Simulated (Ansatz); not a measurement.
Si (C2/m, No. 12, 8 atoms in the cell; start mp-1079297; another form than the element's usual one)

Level of theory: r²SCAN (Ansatz, a quantum-chemistry and plane-wave program, PAW).

Settings: plane-wave cutoff 560 eV, 10×10×6 k mesh (along the axes of the cell as run), Fermi–Dirac smearing 0.01 eV, scalar-relativistic PAW data made under PBE.

Cell (relaxed at this level):

Si is modelled in the monoclinic space group C2/m (No. 12), Pearson symbol mS16. Conventional cell: a = 13.8450 Å, b = 3.8473 Å, c = 6.3385 Å, α = 90.00°, β = 96.79°, γ = 90.00°. Si1 on 4i is coordinated by 4 Si at 2.342–2.382 Å (tetrahedral). Si2 on 4i has 4 Si at 2.382–2.416 Å (tetrahedral). Si3 on 4i sees 4 Si at 2.317–2.342 Å. Si4 on 4i is surrounded by 4 Si at 2.317–2.416 Å. (Neighbours: up to the widest gap in distance over summed covalent radii, below 1.35, at either atom.)
(The calculation used a cell of 8 atoms; values per cell refer to that cell.)

band gap: 0.42 eV (indirect)
smallest direct gap on the k points sampled: 0.73 eV

Static lattice: no zero-point or thermal effects.

Computing time: around 2.1 core-minutes (rough).

A start named mp-… is a Materials Project structure, which need not be a measured phase.
